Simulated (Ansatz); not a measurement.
An Ansatz (an electronic-structure program) input (PBEsol (Ansatz, PAW, spin-orbit coupling left out)):

Ansatz 0.2 input:
```yaml
crystal:
  lattice:
    - [2.6358469692, 0, 0]
    - [-1.3179234846, 2.2827104358, 0]
    - [0, 0, 4.6570166128]
  atoms:
    - { symbol: Zn, position: [0.6666666667, 0.3333333333, 0.75] }
    - { symbol: Zn, position: [0.3333333333, 0.6666666667, 0.25] }
basis: { ecutwfc: 420, ecutrho_ratio: 4, xc_grid: 2, fft_grid_basis: typed }
kpoints: { mp_grid: { grid: [20, 20, 10] } }
hamiltonian:
  xc: pbesol
  dispersion: none
  pseudopotentials: { kind: paw }
scf: { occupations: { method: fermi_dirac, width: 0.05 }, convergence: { dr2_threshold: 0.0000000002 } }
output: { forces: true, stress: true }
checkpoint: { write: state.ck, write_every: 1000 }
```

**Question.** Which symmetry and how many k-points will the program report, and about how many plane waves at Γ?

**Answer.** Space group P63/mmc (ITA 194) with 24 operations, k-points 264 of 4000, and 549 plane waves at Γ.

No phonon test of stability was made. The cell is Zn in the hcp (Mg type) structure (space group P6_3/mmc, No. 194).
